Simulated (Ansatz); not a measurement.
Take PbI₂ in the CdI2 type structure (space group P-3m1, No. 164; a = 4.559 Å, c = 6.973 Å) as the base.

Structures relaxed with DFT with PBE-D3(BJ), PAW potentials and a 420 eV plane-wave cutoff in Ansatz (a first-principles code), no SOC, earlier PAW set.

Base:

Simulated powder pattern, Mo Kα, λ = 0.71073 Å (kinematic, ideal powder, no thermal factors, no anomalous dispersion; the 8 strongest lines at most, above 2 %, up to 2θ = 40°):

```tsv
2θ (°)	I/Imax (%)	hkl
5.84	24	(001)
11.87	100	(011)
15.63	58	(102)
17.94	38	(110)
21.56	22	(201)
23.88	19	(022)
28.19	20	(121)
30.02	19	(212)
```

Now apply this change: the cell is scaled by 0.9516 in all directions; the atoms relax in the strained cell.

Problem. How do the reflections move or split?

Solution. 
Simulated powder pattern, Mo Kα, λ = 0.71073 Å (kinematic, ideal powder, no thermal factors, no anomalous dispersion; the 8 strongest lines at most, above 2 %, up to 2θ = 40°):

```json
[
 {"2θ (°)": "12.48", "I/Imax (%)": "100", "hkl": "(011)"},
 {"2θ (°)": "16.43", "I/Imax (%)": "55", "hkl": "(102)"},
 {"2θ (°)": "18.86", "I/Imax (%)": "36", "hkl": "(110)"},
 {"2θ (°)": "22.68", "I/Imax (%)": "21", "hkl": "(201)"},
 {"2θ (°)": "25.11", "I/Imax (%)": "17", "hkl": "(022)"},
 {"2θ (°)": "26.53", "I/Imax (%)": "19", "hkl": "(113)"},
 {"2θ (°)": "29.65", "I/Imax (%)": "19", "hkl": "(121)"},
 {"2θ (°)": "31.59", "I/Imax (%)": "18", "hkl": "(212)"}
]
```

The indices refer to the base's conventional cell; one index is shown for lines that coincide.

No phonon test of stability was made.
